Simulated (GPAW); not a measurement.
A self-consistent single point of Mn3Si (I4mm, 4 atoms in the cell) with GPAW.

Method of the run: LDA (Perdew-Wang 92), GPAW PAW datasets LDA (gpaw-data 1.0.1) (plane waves; GPAW).

```xyz
4
Lattice="0.0000 2.8304 2.8304 2.8304 0.0000 2.8304 2.8304 2.8304 0.0000" Properties=species:S:1:pos:R:3 pbc="T T T"
Mn     1.4152     1.4152     1.4152
Mn     4.2456     4.2456     4.2456
Mn     2.8304     2.8304     2.8804
Si     0.0000     0.0000     0.0000
```
Moments meant for the start (each program seeds them in its own way; μB, in the order of the atoms Mn Mn Mn Si): 4.0 4.0 4.0 0.0.

Reference input (self-consistent single point, DFT LDA (Perdew-Wang 92), plane waves, GPAW PAW datasets LDA (gpaw-data 1.0.1)): spinpol = true; mode = pw; ecut = 800 eV; xc = LDA; kpts = 4 4 4; mesh shift (steps) = 0 0 0; occupations.name = methfessel-paxton; occupations.width = 0.1 eV; occupations.order = 0; nbands = -10; convergence.density = 1e-05 e/electron; symmetry.symmorphic = false. This run's input differs from it in these lines:

```diff
@@ -18,2 +18,3 @@
             mode=PW(800),
+            h=0.25,
             xc='LDA',
```

Output (repeated stretches shortened):

```
Input parameters:
  convergence: {density: 1e-05}
  h: 0.25
  kpts: {gamma: True,
         size: (4, 4, 4)}
  maxiter: 150
  mode: {ecut: 800.0,
         name: pw}
  nbands: -10
  occupations: {name: methfessel-paxton,
                order: 0,
                width: 0.1}
  spinpol: True
  symmetry: {symmorphic: False,
             tolerance: 0.0005}

species:
  Mn:
    name: Manganese
    Z: 25.0
    valence: 15
    core: 10
    charge: 0.0
    file: Mn.LDA.gz

    # Using partial waves for Mn as LCAO basis

  Si:
    name: Silicon
    Z: 14.0
    valence: 4
    core: 10
    charge: 0.0
    file: Si.LDA.gz

    # Using partial waves for Si as LCAO basis

Reference energy: -102225.129105  # eV

Spin-polarized calculation.
Initial magnetic moment: 12.000000

Convergence criteria:
 Maximum [total energy] change in last 3 cyles: 0.0005 eV / valence electron
 Maximum integral of absolute [dens]ity change: 1e-05 electrons / valence electron
 Maximum integral of absolute [eigenst]ate change: 4e-08 eV^2 / valence electron
 Maximum number of scf [iter]ations: 150

Symmetries present (total): 8
Symmetries with fractional translations: 0
64 k-points: 4 x 4 x 4 Monkhorst-Pack grid + [1/8,1/8,1/8]
13 k-points in the irreducible part of the Brillouin zone
       k-points in crystal coordinates                weights
   0:     0.00000000    0.00000000    0.00000000          1/64
   1:     0.25000000   -0.25000000    0.50000000          2/64
   2:     0.25000000    0.00000000    0.25000000          4/64
   [... 7 lines left out ...]
          ...
  12:     0.50000000    0.50000000    0.50000000          4/64

Traceback (most recent call last):
   [... frames left out ...]
AssertionError
```

The program stopped before any SCF iteration. 

The starting cell comes from a database of computed structures (which also holds hypothetical and non-ambient phases and stackings), without a prior relaxation at this level. Its lattice was rescaled by up to half a per cent. One atom was moved a little off its site on purpose.
